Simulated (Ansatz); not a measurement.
Base system: GaAs in the rock salt structure (space group Fm-3m, No. 225; a = 5.330 Å; a hypothetical phase, not in the database extracts checked; relaxed with 0.1 eV smearing).

Level of theory: r2SCAN (Ansatz, a program for electronic structure; PAW; 500 eV plane waves; no spin-orbit coupling), earlier PAW set.

Base values:

- Pressure = 0.0 GPa
- Band gap = zero

The change: an isotropic linear strain of +2.67 %; the atoms relax in the strained cell.

Question: Predict the new energy relative to the base.

Answer: The energy goes up by 28 meV/atom.

Question: How does this affect the pressure?

Answer: The pressure goes from zero to -5.4 GPa.

Question: What happens to the band gap?

Answer: The band gap remains zero.

Whether these cells are dynamically stable was not tested. All final runs are without spin polarisation.
